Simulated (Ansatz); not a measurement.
**How a calculation on La₄Sb₃ (I-43d, 14 atoms in the cell) responds to its settings**

```
La4Sb3
1.0
   -4.82450     4.82450     4.82450
    4.82450    -4.82450     4.82450
    4.82450     4.82450    -4.82450
La Sb
8 6
Direct
  0.14126   0.14126   0.14126
  0.85874   0.50000   0.00000
  0.50000   0.00000   0.35874
  0.00000   0.85874   0.50000
  0.35874   0.50000   0.00000
  0.64126   0.64126   0.64126
  0.00000   0.35874   0.50000
  0.50000   0.00000   0.85874
  0.25000   0.62500   0.37500
  0.37500   0.25000   0.62500
  0.75000   0.87500   0.12500
  0.12500   0.75000   0.87500
  0.62500   0.37500   0.25000
  0.87500   0.12500   0.75000
```

Base run A: LDA (PW92), default PAW files made with PBE run with Ansatz (a program for electronic structure), self-consistent single point.

Its settings: basis.ecutwfc = 420 eV; kpoints.mp_grid.grid = 4 4 4; hamiltonian.xc = lda; hamiltonian.pseudopotentials = {kind: paw} (the program's default PAW files); scf.occupations.method = gaussian; scf.occupations.width = 0.1 eV.

The starting cell comes from a database of published, mostly measured structures (it also holds non-ambient and calculated ones), without a prior relaxation at this level. Ansatz's pressure includes its estimate of the finite-basis (Pulay) stress.

ΔF is the free energy per atom less that of run A. 

Run A gave: pressure (GPa) -2.92; largest force (eV/Å) 0.014; TS (meV/atom) 5.7.

Runs:
- B: scf.occupations.width = 0.002 eV
- C: scf.occupations.width = 0.01 eV
- D: scf.occupations.width = 0.025 eV
- E: scf.occupations.width = 0.05 eV
- F: scf.occupations.width = 0.15 eV
- G: scf.occupations.width = 0.2 eV
- H: scf.occupations.width = 0.3 eV
- I: scf.occupations.width = 0.5 eV
- J: scf.occupations.width = 0.8 eV

Q: What does run B change against A?

A: The free energy rises by 3.5 meV/atom, the pressure moves little (-2.92 to -2.95 GPa) and the largest force stays at 0.014 eV/Å.

Q: What does run E change against A?

A: The free energy goes up by 2.2 meV/atom, the pressure hardly changes (-2.92 to -2.94 GPa) and the largest force moves little (0.014 to 0.015 eV/Å).

Q: What does run F change against A?

A: The free energy goes down by 3.6 meV/atom, the pressure moves little (-2.92 to -2.88 GPa) and the largest force moves little (0.014 to 0.010 eV/Å).

```csv
run,ΔF (meV/atom),pressure (GPa),largest force (eV/Å),TS (meV/atom)
A,0.00,-2.92,0.014,5.7
B,3.5,-2.95,0.014,0.0
C,3.3,-2.95,0.015,0.2
D,3.0,-2.95,0.016,0.6
E,2.2,-2.94,0.015,1.8
F,-3.6,-2.88,0.010,13.1
G,-8.7,-2.84,0.006,23.0
H,-22.4,-2.75,0.002,46.9
I,-60.2,-2.53,0.002,110.2
J,-140.1,-2.08,0.041,251.6
```

Keys are those of Ansatz 0.2.
